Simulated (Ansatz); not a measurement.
A computed series for CsBH4: pressure series

Start from CsBH$_{4}$ (space group F-43m, No. 216; a = 7.2246 Å; a cell from a computed database, its experimental status unchecked).

Cell and atoms are relaxed at each pressure.

The values are results of PBEsol, PAW, 420 eV (Ansatz, an electronic-structure program; spin-orbit coupling left out), not measurements.

```
variant                            gap character  smallest direct gap  band gap  lattice parameter a
----------------  ------------------------------  -------------------  --------  -------------------
base                             indirect, W → X              5.46 eV   5.46 eV              7.225 Å
pressure −1 GPa                                –                    –   5.59 eV              7.477 Å
pressure 0.3 GPa                 indirect, W → X              5.43 eV   5.42 eV              7.170 Å
pressure 0.7 GPa                 indirect, W → X              5.38 eV   5.37 eV              7.105 Å
pressure 1.5 GPa                 indirect, W → X              5.30 eV   5.28 eV              7.000 Å
pressure 3 GPa                   indirect, W → X              5.16 eV   5.12 eV              6.850 Å
pressure 5 GPa                   indirect, W → X              5.00 eV   4.94 eV              6.701 Å
pressure 7.5 GPa                 indirect, W → X              4.82 eV   4.75 eV              6.562 Å
pressure 10 GPa   indirect, W → Γ–X (83 % along)              4.67 eV   4.57 eV              6.451 Å
```

Load acts through the strain it causes; cell and atoms are relaxed under it. Whether these cells are dynamically stable was not tested. No other phases were tried under pressure.
